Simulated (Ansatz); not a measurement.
Consider LiF in the zinc blende structure (space group F-43m, No. 216; a hypothetical phase, not in the database extracts checked).

```
CELL_PARAMETERS angstrom
      0.00000     2.18210     2.18210
      2.18210     0.00000     2.18210
      2.18210     2.18210     0.00000
ATOMIC_POSITIONS crystal
  F  0.75000 0.75000 0.75000
  Li 0.00000 0.00000 0.00000
```

Cartesian axes are those of the cell as printed.

Method: plane-wave PAW DFT at the PBE level (Ansatz, a program for electronic structure, 420 eV), scalar-relativistic without spin-orbit coupling.

The change: uniaxial strain ε_yy = +0.62 %, all other strain components held at zero; the atoms relax in the strained cell.

Predict the stress tensor and what it implies for the stiffness.

Stress of the strained cell less that of the base (GPa, compression positive):
```
  -0.28    0.00    0.00
   0.00   -0.40    0.00
   0.00    0.00   -0.28
```

Then −Δσ_ii/ε with ε = 0.0062 gives relaxed-ion elastic constants: C22 ≈ 65 GPa, C12 ≈ 44 GPa and C23 ≈ 44 GPa.

No phonon test of stability was made.
